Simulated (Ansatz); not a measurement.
```yaml
crystal:
  lattice:
    - [0.00000, 3.66839, 3.66839]
    - [3.66839, 0.00000, 3.66839]
    - [3.66839, 3.66839, 0.00000]
  atoms:
    - { symbol: Ce, position: [0.00000, 0.00000, 0.00000] }
    - { symbol: Te, position: [0.25000, 0.25000, 0.25000] }
    - { symbol: Te, position: [0.75000, 0.75000, 0.75000] }
```

No spin polarisation.

The values are results of DFT with PBEsol, PAW potentials and a 420 eV plane-wave cutoff in Ansatz (a quantum-chemistry and plane-wave program), scalar-relativistic without spin-orbit coupling, earlier PAW set, not measurements. Γ-centred 11×11×11 mesh, Fermi–Dirac width 0.05 eV.

Question: Predict the band gap.

Answer: 0.45 eV.

Question: Estimate the smallest direct gap.

Answer: 0.48 eV.

Spin-orbit coupling, missing from the scalar runs, can matter with Te. Stability against distortions was not tested. Starting moments died away, wholly or in part, for O → Te; another magnetic solution may exist. The final runs are not spin-polarised. The cell was made from CeO2 by this change: O → Te; the result is a hypothetical phase, not in the database extracts checked.
